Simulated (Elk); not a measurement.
Input and output of a self-consistent single point for Pb (Im-3m, 1 atom in the cell) (Elk).

Method of the run: LDA (PW92), all-electron FP-LAPW, Elk's shipped species files, default APW+lo basis in Elk.

```yaml
crystal:
  lattice:
    - [-1.97966, 1.97966, 1.97966]
    - [1.97966, -1.97966, 1.97966]
    - [1.97966, 1.97966, -1.97966]
  atoms:
    - { symbol: Pb, position: [0.00000, 0.00000, 0.00000] }
```

Reference input (self-consistent single point, DFT, PBEsol, all-electron FP-LAPW, Elk's shipped species files, default APW+lo basis): xctype = 22; rgkmax = 7; stype = 3; swidth = 0.00367493 Ha; ngridk = 15 15 15. This run's input differs from it in these lines:

```diff
@@ -4,3 +4,3 @@
 xctype
-  22
+  3
```

Log, with long lists cut:

```
│ Self-consistent loop started │
│ Loop number : 1 │
 total energy                :     -20922.1101388
│ Loop number : 2 │
 total energy                :     -20922.1260713
RMS change in Kohn-Sham potential (target) :   0.4248467295E-01 (  0.1000000000E-05)
Absolute change in total energy (target)   :   0.1593244635E-01 (  0.1000000000E-03)
│ Loop number : 3 │
 total energy                :     -20922.1213864
RMS change in Kohn-Sham potential (target) :   0.4244773339E-01 (  0.1000000000E-05)
Absolute change in total energy (target)   :   0.7017680109E-03 (  0.1000000000E-03)
│ Loop number : 4 │
   [... lines left out ...]
Absolute change in total energy (target)   :   0.6239291288E-03 (  0.1000000000E-03)
│ Loop number : 13 │
 total energy                :     -20917.3986810
RMS change in Kohn-Sham potential (target) :   0.4383667781E-07 (  0.1000000000E-05)
Absolute change in total energy (target)   :   0.1324916375E-03 (  0.1000000000E-03)
│ Loop number : 14 │
 total energy                :     -20917.3986819
RMS change in Kohn-Sham potential (target) :   0.2185560525E-07 (  0.1000000000E-05)
Absolute change in total energy (target)   :   0.3224932880E-04 (  0.1000000000E-03)
Convergence targets achieved

│ Loop number : 15 │

Energies :
 Fermi                       :     0.205348716384
 total energy                :     -20917.3986822

Density of states at Fermi energy :    17.24671416
 (states/Hartree/unit cell)

Estimated indirect band gap :   0.8666219687E-03
 from k-point    110 to k-point     95
Estimated direct band gap   :   0.1049131219E-01
 at k-point    118

Charges :
 core                        :    68.00000000
 valence                     :    14.00000000
 interstitial                :    1.681295751
 muffin-tins (core leakage)
  species :    1 (Pb)
   atom    1                 :    80.31870425     (  0.1194702724E-02)
 total in muffin-tins        :    80.31870425
 total calculated charge     :    81.99902595
 total charge                :    82.00000000
 error                       :   0.9740513706E-03

│ Self-consistent loop stopped │
```

The run converged in 15 iterations. The count includes the last loop, which Elk runs after its targets are met. 

The starting cell comes from a database of computed structures (which also holds hypothetical and non-ambient phases and stackings), without a prior relaxation at this level. Spin-orbit coupling is off. Values depend on the basis (sphere radii, cutoffs, local orbitals), which need not be converged. The log's line on a gap gives a spacing of levels on this mesh, which the program prints for metals too.
